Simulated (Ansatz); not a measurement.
Results of LDA (plane waves, PAW; Ansatz, an electronic-structure program) for NaCaH3 (model structure, started from the KMgH3 type, Pm-3m, No. 221, 5 atoms in the cell).

Numerical settings: plane-wave cutoff 520 eV, 8×8×8 k mesh, Fermi–Dirac smearing 0.01 eV, scalar-relativistic PAW data made under PBE.

The cell is the one relaxed with PBEsol. Conventional cell: a = 4.3143 Å, b = 4.3143 Å, c = 4.3143 Å, α = 90.00°, β = 90.00°, γ = 90.00°.

```xyz
5
Lattice="4.3143 0.0000 0.0000 0.0000 4.3143 0.0000 0.0000 0.0000 4.3143" Properties=species:S:1:pos:R:3 pbc="T T T"
Na     0.0000     0.0000     0.0000
Ca     2.1572     2.1572     2.1572
H      2.1572     0.0000     2.1572
H      0.0000     2.1572     2.1572
H      2.1572     2.1572     0.0000
```

Q: List the 12 lowest band energies at Γ above −25 eV (eV, relative to the valence band maximum), grouping those that round alike.

A: At Γ: -23.14 (×3), -19.08 (×3), -3.50, -0.52 (×2), 6.54 (×3).

Note: the relaxation could raise the start's symmetry but not lower it, so the cell can be a saddle point; cell and atoms aren't relaxed at this level (pressure -1.2 GPa).

A model structure was made by putting elements into a prototype or built by hand; it is no filed structure, need not be a known phase, and can be a saddle point held by its symmetry.
